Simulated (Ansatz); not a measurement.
Take VN in the rock salt structure (space group Fm-3m, No. 225) as the base.

```xyz
2
Lattice="0.0000 2.0585 2.0585 2.0585 0.0000 2.0585 2.0585 2.0585 0.0000" Properties=species:S:1:pos:R:3 pbc="T T T"
N      0.0000     0.0000     0.0000
V      2.0585     2.0585     2.0585
```

Method: PBE, PAW, 420 eV (Ansatz, a first-principles code; no SOC), earlier PAW set.

For the base:

| Quantity | Result |
|---|---|
| Volume per atom | 8.72 Å³ |

It is then changed as follows: a hydrostatic pressure of 7.5 GPa.

Question: What does the calculation give for the volume per atom after the change?

Answer: The volume per atom shrinks by 0.196 Å³ to 8.53 Å³.

Load acts through the strain it causes; cell and atoms are relaxed under it. No phonon test of stability was made. No other phases were tried under pressure. Starting moments died away, wholly or in part, for the base; another magnetic solution may exist. All final runs are without spin polarisation.
